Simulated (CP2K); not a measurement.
Worked example: self-consistent single point of Au3S (P6_3/mmc, 8 atoms in the cell) in CP2K.

Computed with LDA (Pade form), GPW, DZVP-MOLOPT-SR-GTH basis, GTH-PADE potentials (GTH_POTENTIALS) run with CP2K.

The change in words: lattice scaled by 0.98. Reference geometry:
```xyz
8
Lattice="5.7578 0.0000 0.0000 -2.8789 4.9864 0.0000 0.0000 0.0000 4.7180" Properties=species:S:1:pos:R:3 pbc="T T T"
S      2.8789     1.6621     1.1795
S      0.0000     3.3243     3.5385
Au     1.4360     0.8291     3.5385
Au     1.4429     4.1574     1.1795
Au     0.0000     1.6581     1.1795
Au     2.8789     3.3283     3.5385
Au     4.3218     0.8291     3.5385
Au    -1.4429     4.1574     1.1795
```

Reference input (self-consistent single point, DFT LDA (Pade form), GPW, DZVP-MOLOPT-SR-GTH basis, GTH-PADE potentials (GTH_POTENTIALS)): CUTOFF = 500 Ry; REL_CUTOFF = 60 Ry; SMEAR/METHOD = GAUSSIAN; SIGMA = 0.136 eV; KPOINTS/SCHEME = MONKHORST-PACK 5 5 5; XC_FUNCTIONAL = PADE; S/BASIS_SET = DZVP-MOLOPT-SR-GTH-q6; S/POTENTIAL = GTH-PADE-q6; Au/BASIS_SET = DZVP-MOLOPT-SR-GTH-q11; Au/POTENTIAL = GTH-PADE-q11; METHOD = GPW; EPS_DEFAULT = 1e-10. This run's input differs from it in these lines:

```diff
@@ -63,5 +63,5 @@
     &CELL
-      A 5.75783600 0.00000000 0.00000000
-      B -2.87891800 4.98643200 0.00000000
-      C 0.00000000 0.00000000 4.71796700
+      A 5.64267900 0.00000000 0.00000000
+      B -2.82134000 4.88670300 0.00000000
+      C 0.00000000 0.00000000 4.62360800
       PERIODIC XYZ
@@ -69,10 +69,10 @@
     &COORD
-      S        2.87892088     1.66214234     1.17949175
-      S       -0.00000288     3.32428966     3.53847525
-      Au       1.43598990     0.82906912     3.53847525
-      Au       1.44292810     4.15736288     1.17949175
-      Au       0.00000000     1.65813823     1.17949175
-      Au       2.87891800     3.32829377     3.53847525
-      Au       4.32184610     0.82906912     3.53847525
-      Au      -1.44292810     4.15736288     1.17949175
+      S        2.82134215     1.62889937     1.15590200
+      S       -0.00000315     3.25780363     3.46770600
+      Au       1.40726995     0.81248767     3.46770600
+      Au       1.41406905     4.07421533     1.15590200
+      Au      -0.00000017     1.62497535     1.15590200
+      Au       2.82133917     3.26172765     3.46770600
+      Au       4.23540888     0.81248767     3.46770600
+      Au      -1.41406988     4.07421533     1.15590200
     &END COORD
```

Log, with long lists cut:

```
 SCF WAVEFUNCTION OPTIMIZATION

  Step     Update method      Time    Convergence         Total energy    Change
     1 NoMix/Diag. 0.30E+00      -     0.50216520      -220.7448980628 -2.21E+02
     2 Broy./Diag. 0.30E+00      -     0.08856448      -226.3761076338 -5.63E+00
     3 Broy./Diag. 0.30E+00      -     0.15667054      -222.9734455666  3.40E+00
     4 Broy./Diag. 0.30E+00      -     0.01825844      -220.4370098674  2.54E+00
     5 Broy./Diag. 0.30E+00      -     0.01457644      -220.1121933034  3.25E-01
     6 Broy./Diag. 0.30E+00      -     0.00191800      -220.1277321325 -1.55E-02
   [... 4 lines left out ...]
    11 Broy./Diag. 0.30E+00      -     0.00003350      -220.1348266048 -1.20E-04
    12 Broy./Diag. 0.30E+00      -     0.00000150      -220.1347272839  9.93E-05
    13 Broy./Diag. 0.30E+00      -     0.00000220      -220.1347352751 -7.99E-06
    14 Broy./Diag. 0.30E+00      -     0.00000018      -220.1347360809 -8.06E-07
  *** SCF run converged in    14 steps ***

  Overlap energy of the core charge distribution:               0.00000008781641
  Self energy of the core charge distribution:               -395.47913907282202
  Core Hamiltonian energy:                                    120.72135067752905
  Hartree energy:                                              90.43448701592126
  Exchange-correlation energy:                                -35.81039130543013
  Smearing free energy correction:                             -0.00104348407810
  Fermi energy:                                                 0.37633568149305

  Total energy:                                              -220.13473608089853
  Total energy (extrapolated to sigma->0):                   -220.13421433885949

   [... lines left out ...]

 STRESS| Analytical stress tensor [bar]
 STRESS|                        x                   y                   z
 STRESS|      x        1.40702064287E+05  -2.04660946032E-01   3.41984499107E-08
 STRESS|      y       -2.04660946032E-01   1.40703248184E+05  -2.01225140791E-07
 STRESS|      z        3.41984499107E-08  -2.01225140791E-07   1.45178074548E+05
 STRESS| 1/3 Trace                                             1.42194462340E+05
```

The run converged in 14 iterations. Against the reference run the free energy goes up by 49.3 meV/atom, the pressure goes from 2.38 to 14.22 GPa and the largest force goes from 0.134 to 0.277 eV/Å.

The starting cell comes from a database of computed structures (which also holds hypothetical and non-ambient phases and stackings), without a prior relaxation at this level. Its lattice was rescaled by a random factor within 2.5 % of one. For this run, on top of that: lattice scaled by 0.98. Values carry the incompleteness of an atom-centred basis. With a pressure of about 14 GPa the cell is away from its equilibrium volume at this level. The run gives no clean gap (levels at the Fermi energy touch, overlap or are partly filled at this smearing), which alone does not show that the compound is a metal.

Cost on one core of a shared machine: roughly 2 min.
